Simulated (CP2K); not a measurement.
# A self-consistent single point of Pt (Fm-3m, 1 atom in the cell) with CP2K

Method of the run: PBEsol, GPW, DZVP-MOLOPT-SR-GTH basis, GTH-PBE potentials (GTH_POTENTIALS) in CP2K.

The input file:

```
&GLOBAL
  PROJECT pt
  RUN_TYPE ENERGY_FORCE
  PRINT_LEVEL LOW
&END GLOBAL
&FORCE_EVAL
  METHOD Quickstep
  STRESS_TENSOR ANALYTICAL
  &DFT
    BASIS_SET_FILE_NAME BASIS_MOLOPT
    POTENTIAL_FILE_NAME GTH_POTENTIALS
    &QS
      METHOD GPW
      EPS_DEFAULT 1E-10
    &END QS
    &MGRID
      CUTOFF 500
      REL_CUTOFF 50
      NGRIDS 5
    &END MGRID
    &SCF
      SCF_GUESS ATOMIC
      EPS_SCF 1E-6
      MAX_SCF 100
      ADDED_MOS 4
      &DIAGONALIZATION
        ALGORITHM STANDARD
      &END DIAGONALIZATION
      &MIXING
        METHOD BROYDEN_MIXING
        ALPHA 0.3
        NBUFFER 8
        BETA 1
      &END MIXING
      &SMEAR ON
        METHOD GAUSSIAN
        SIGMA [eV] 0.1
      &END SMEAR
    &END SCF
    &KPOINTS
      SCHEME MONKHORST-PACK 7 7 7
    &END KPOINTS
    &XC
      &XC_FUNCTIONAL
        &PBE
          PARAMETRIZATION PBESOL
        &END PBE
      &END XC_FUNCTIONAL
    &END XC
    &PRINT
      &MO
        EIGENVALUES T
        OCCUPATION_NUMBERS T
        NDIGITS 8
        FILENAME mo
        &EACH
          QS_SCF 0
        &END EACH
        ADD_LAST NUMERIC
      &END MO
      &MULLIKEN OFF
      &END MULLIKEN
    &END PRINT
  &END DFT
  &SUBSYS
    &CELL
      ABC 2.76354300 2.76354287 2.76354287
      ALPHA_BETA_GAMMA 59.99999102 59.99998650 59.99998644
      PERIODIC XYZ
    &END CELL
    &COORD
      Pt       0.00000000     0.00000000     0.00000000
    &END COORD
    &KIND Pt
      BASIS_SET DZVP-MOLOPT-SR-GTH
      POTENTIAL GTH-PBE-q18
    &END KIND
  &END SUBSYS
  &PRINT
    &FORCES ON
    &END FORCES
    &STRESS_TENSOR ON
    &END STRESS_TENSOR
  &END PRINT
&END FORCE_EVAL
```

Output (repeated stretches shortened):

```
 GLOBAL| Method name                                                        CP2K
 GLOBAL| Project name                                                         pt
 GLOBAL| Run type                                                   ENERGY_FORCE

 TOTAL NUMBERS AND MAXIMUM NUMBERS

  Total number of            - Atomic kinds:                                   1
                             - Atoms:                                          1
                             - Shell sets:                                     1
                             - Shells:                                         8
                             - Primitive Cartesian functions:                  6
                             - Cartesian basis functions:                     31
                             - Spherical basis functions:                     26

  Maximum angular momentum of- Orbital basis functions:                        3
                             - Local part of the GTH pseudopotential:          2
                             - Non-local part of the GTH pseudopotential:      5

 SCF PARAMETERS         Density guess:                                    ATOMIC
                        max_scf:                                             100
                        max_diis:                                              4
                        eps_scf:                                        1.00E-06
                        eps_diis:                                       1.00E-01
                        eps_eigval:                                     1.00E-05
                        level_shift [a.u.]:                             0.000000
                        added MOs                                         4    0
                        Mixing method:                            BROYDEN_MIXING
                                                charge density mixing in g-space
                        Smear method:                                   GAUSSIAN
                        Smearing width (sigma) [a.u.]:                  3.67E-03
                        Accuracy threshold:                             1.00E-10
                        No outer SCF

 Extrapolation method: initial_guess

 Number of electrons:                                                         18
 Number of occupied orbitals:                                                  9
 Number of molecular orbitals:                                                13

 Number of orbital functions:                                                 26
 Number of independent orbital functions:                                     26

 SCF WAVEFUNCTION OPTIMIZATION

  Step     Update method      Time    Convergence         Total energy    Change
     1 NoMix/Diag. 0.30E+00      -     0.20863695      -120.3952402951 -1.20E+02
     2 Broy./Diag. 0.30E+00      -     0.06812277      -121.2717025958 -8.76E-01
     3 Broy./Diag. 0.30E+00      -     0.08430622      -120.5122175271  7.59E-01
     4 Broy./Diag. 0.30E+00      -     0.01592083      -120.0488089506  4.63E-01
     5 Broy./Diag. 0.30E+00      -     0.00971260      -120.1286673673 -7.99E-02
     6 Broy./Diag. 0.30E+00      -     0.00095189      -120.0671651867  6.15E-02
     7 Broy./Diag. 0.30E+00      -     0.00008200      -120.0734332054 -6.27E-03
     8 Broy./Diag. 0.30E+00      -     0.00001918      -120.0733210722  1.12E-04
     9 Broy./Diag. 0.30E+00      -     0.00003495      -120.0735335301 -2.12E-04
    10 Broy./Diag. 0.30E+00      -     0.00000073      -120.0737521442 -2.19E-04

  *** SCF run converged in    10 steps ***

  Electronic density on regular grids:        -17.9999999998        0.0000000002
  Core density on regular grids:               17.9999999989       -0.0000000011
  Total charge density on r-space grids:       -0.0000000009
  Total charge density g-space grids:          -0.0000000009

  Overlap energy of the core charge distribution:               0.00000000005654
  Self energy of the core charge distribution:               -182.79742506947306
  Core Hamiltonian energy:                                     40.58417009132261
  Hartree energy:                                              33.75211823137607
  Exchange-correlation energy:                                -11.61208067684139
  Smearing free energy correction:                             -0.00053472103079
  Fermi energy:                                                 0.60444052609110

  Total energy:                                              -120.07375214420603
  Total energy (extrapolated to sigma->0):                   -120.07348478369063

 ENERGY| Total FORCE_EVAL ( QS ) energy [hartree]           -120.073768379654354

 FORCES| Atomic forces [hartree/bohr]
 FORCES|   Atom     x               y               z               |f|
 FORCES|      1  5.11058628E-14 -6.14227559E-15 -1.77924981E-14   5.44620028E-14
 FORCES| Sum     5.11058628E-14 -6.14227559E-15 -1.77924981E-14
 FORCES| Total atomic force                                       5.44620028E-14

 STRESS| Analytical stress tensor [bar]
 STRESS|                        x                   y                   z
 STRESS|      x        5.42197857503E+04  -2.29294410069E-01  -1.62503079252E-01
 STRESS|      y       -2.29294410069E-01   5.42200533015E+04  -1.18456227791E-01
 STRESS|      z       -1.62503079252E-01  -1.18456227791E-01   5.42200992862E+04
 STRESS| 1/3 Trace                                             5.42199794460E+04
```

The run converged in 10 iterations.

The starting cell has typed, rounded lattice constants, without a prior relaxation at this level. Its lattice was rescaled by up to half a per cent. Spin polarisation is off. Values carry the incompleteness of an atom-centred basis. The potentials were made for another functional than the one used. With a pressure of about 5 GPa the cell is away from its equilibrium volume at this level.

Cost on one core of a shared machine: roughly 40 s.
